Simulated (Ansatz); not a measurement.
What Ti → Ca does to TiB2

Start from TiB₂ (space group P6/mmm, No. 191; a = 3.025 Å, c = 3.223 Å).

Now apply this change: Ca takes the place of Ti on all its sites; the structure is relaxed again.

Calculations: Ansatz (a quantum-chemistry and plane-wave program), r2SCAN, PAW, cutoff 500 eV, no SOC. Γ-centred 17×17×12 mesh, Fermi–Dirac width 0.05 eV, for the changed cell.

The density shrinks by 1.72 g/cm³ to 2.80 g/cm³ and the lattice parameter a grows by 0.196 Å, from 3.025 Å to 3.221 Å. The c/a ratio increases by 0.198 (1.065 → 1.263) and the space group stays P6/mmm (No. 191). The shortest interatomic distance goes up by 0.1134 Å to 1.860 Å and the band gap remains zero.

Final structure:

```xyz
3
Lattice="3.2211 0.0000 0.0000 -1.6106 2.7896 0.0000 0.0000 0.0000 4.0684" Properties=species:S:1:pos:R:3 pbc="T T T"
Ca     0.0000     0.0000     0.0000
B      0.0000     1.8597     2.0342
B      1.6106     0.9299     2.0342
```

Whether these cells are dynamically stable was not tested. For CaB2 in this form, whether it has been made was not checked. The final runs are not spin-polarised.
